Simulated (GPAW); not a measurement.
Pressure against volume in fcc Al (space group 225) (GPAW, PBE)

```
Al
1.0
    0.00000     1.98899     1.98899
    1.98899     0.00000     1.98899
    1.98899     1.98899     0.00000
Al
1
Direct
  0.00000   0.00000   0.00000
```

Level of theory: PBE, GPAW PAW datasets PBE (gpaw-data 1.0.1) (plane waves; GPAW). Settings: mode = pw; ecut = 585 eV; xc = PBE; kpts = 25 25 25; mesh shift (steps) = 0 0 0; occupations.name = fermi-dirac; occupations.width = 0.05 eV; nbands = -9; convergence.density = 1e-05 e/electron; convergence.energy = 1e-05 eV/electron; symmetry.symmorphic = false; symmetry.tolerance = 0.0005; maxiter = 150. The cell above is the first row's. The rows scale it uniformly. In all rows the k mesh is held.

```csv
V (Å^3/atom),P (GPa)
15.737,4.23
16.079,2.24
16.422,0.46
16.764,-1.13
17.106,-2.54
17.448,-3.78
17.790,-4.87
18.132,-5.83
18.474,?
```

Fit P of the 8 rows that show it with a cubic. With u = V - 16.9, the rows have u = -1.1630, -0.8210, -0.4780, -0.1360, 0.2060, 0.5480, 0.8900, 1.2320. Least squares gives P = -1.710 - 4.1653·u + 0.7407·u² - 0.0596·u³. Residuals (row less fit): 0.000, -0.002, 0.003, 0.000, -0.003, 0.000, 0.002, -0.001; standard error 0.003 (degrees of freedom: 4). The fitted pressure is zero at V0 = 16.52, where dP/dV = -4.760, so B0 = -V0·dP/dV = 78.6 GPa.

Question: Estimate the missing P (V = 18.474); what did the run itself give?

Answer: u = 1.5740, so P = -1.710 - 4.1653 × 1.5740 + 0.7407 × 1.5740² - 0.0596 × 1.5740³ = -6.664 GPa. The calculation gives -6.68 GPa, 0.016 GPa below the prediction (0.1 % of the range of P in the table). The row lies outside the fitted rows, so this is an extrapolation. From the scatter of the fitted rows alone, a prediction at this place has a standard error of 0.007 GPa, so the miss is 2.2 times that.

Carrying the step between the two nearest rows on in a straight line would have given -6.79, off by 0.11; series whose last step already gives the withheld value aren't shown. The scan was laid around a cell of about the measured size, scaled by a guess for this functional. Cutoffs and mesh are single choices, not tested for convergence of this quantity. Series with a scatter that would blur these digits, or in which a gap closes, are not shown.
